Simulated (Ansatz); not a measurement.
# Pressure series in Au

Base system: Au in the fcc (Cu type) structure (space group Fm-3m, No. 225).

```
Au
1.0
    0.00000     2.07859     2.07859
    2.07859     0.00000     2.07859
    2.07859     2.07859     0.00000
Au
1
Direct
  0.00000   0.00000   0.00000
```

Cell and atoms are relaxed at each pressure.

Levels (all Ansatz, an electronic-structure program, PAW): PBE (420 eV, spin-orbit coupling left out); PBEsol (420 eV, scalar-relativistic without spin-orbit coupling).

The base cell above is that of PBE; each level relaxes its own structures.

```json
[
 {"case": "pressure −2 GPa", "shortest interatomic distance, PBE": "2.954 Å", "shortest interatomic distance, PBEsol": "?"},
 {"case": "pressure −1 GPa", "shortest interatomic distance, PBE": "2.947 Å", "shortest interatomic distance, PBEsol": "?"},
 {"case": "pressure 0.9 GPa", "shortest interatomic distance, PBE": "2.933 Å", "shortest interatomic distance, PBEsol": "2.883 Å"},
 {"case": "pressure 2.1 GPa", "shortest interatomic distance, PBE": "2.925 Å", "shortest interatomic distance, PBEsol": "?"},
 {"case": "pressure 4.5 GPa", "shortest interatomic distance, PBE": "2.910 Å", "shortest interatomic distance, PBEsol": "2.864 Å"},
 {"case": "pressure 9 GPa", "shortest interatomic distance, PBE": "2.886 Å", "shortest interatomic distance, PBEsol": "?"},
 {"case": "pressure 15 GPa", "shortest interatomic distance, PBE": "2.858 Å", "shortest interatomic distance, PBEsol": "2.820 Å"},
 {"case": "pressure 22.5 GPa", "shortest interatomic distance, PBE": "2.829 Å", "shortest interatomic distance, PBEsol": "2.795 Å"},
 {"case": "pressure 30 GPa", "shortest interatomic distance, PBE": "2.804 Å", "shortest interatomic distance, PBEsol": "2.773 Å"}
]
```

### Question
Some entries are withheld; estimate them.

### Answer

- pressure −2 GPa, shortest interatomic distance, PBEsol: 2.899 Å
- pressure −1 GPa, shortest interatomic distance, PBEsol: 2.893 Å
- pressure 2.1 GPa, shortest interatomic distance, PBEsol: 2.876 Å
- pressure 9 GPa, shortest interatomic distance, PBEsol: 2.844 Å

PBE lies above PBEsol in every row, by 0.031 Å to 0.056 Å. They put the cases in the same order.

Load acts through the strain it causes; cell and atoms are relaxed under it. No phonon test of stability was made. No other phases were tried under pressure.
